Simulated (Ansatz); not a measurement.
**Zr on the Nb site in bcc Nb**

Computed with PBE, PAW (plane waves to 420 eV; Ansatz, a program for electronic structure). Cell and caveats: 54-site cell; 4×4×4 shifted k-points; start: the Nb site; not converged in cell size; the relaxation kept the symmetry of the starting site.

Neighbours after relaxation, in Å: of the Zr atom: Nb 2.93, Nb 2.93, Nb 2.93, Nb 2.93, Nb 2.93, Nb 2.93, Nb 2.93, Nb 2.93 (the shell may go on).

Formation energies E_f are those of the neutral cell. Chemical conditions: host crystal and elements as references (Δμ(Nb) = 0.00 eV, Δμ(Zr) = 0.00 eV; Zr taken from its element, since no compound that bounds it was computed at this level; only phases computed here count, gases as isolated molecules at 0 K). Reference phases: Nb: bcc Nb, Zr: hcp Zr.

```tsv
charge	moment (μB)	point group	largest move off a lattice site (Å)	E_f, host crystal and elements as references (eV)
0	not spin-polarised	Oh	0.07	0.31
```

Point groups are those of the whole cell at tolerances of 0.03 and 0.1 Å ("near" where only the looser one holds); none is given for unsettled states.

All states together cost roughly 8 core-minutes.
